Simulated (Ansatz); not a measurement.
Take BaHfO3 in the cubic perovskite structure (space group Pm-3m, No. 221) as the base.

```xyz
5
Lattice="4.2062 0.0000 0.0000 0.0000 4.2062 0.0000 0.0000 0.0000 4.2062" Properties=species:S:1:pos:R:3 pbc="T T T"
Ba     2.1031     2.1031     2.1031
Hf     0.0000     0.0000     0.0000
O      0.0000     2.1031     0.0000
O      2.1031     0.0000     0.0000
O      0.0000     0.0000     2.1031
```

Levels (all Ansatz, a first-principles code, PAW): PBE (420 eV, no SOC); PBEsol (420 eV, without spin-orbit coupling).

Levels that relaxed their own cell: PBE and PBEsol.

| level | lattice parameter a |
|---|---|
| PBE | 4.206 Å |
| PBEsol | 4.158 Å |

Measured: lattice parameter a 4.171 Å (room temperature; as listed in Zhao, Hongsheng, Chang, Aimin, Wang, Yunlan, arXiv (2008)).

Computed minus measured — lattice parameter a: PBE +0.8 %, PBEsol -0.3 % (closest: PBEsol). Measured values not marked as corrected hold thermal and zero-point effects that the static-lattice runs lack.

No phonon test of stability was made. The base started in P4mm and relaxed to Pm-3m at this level.
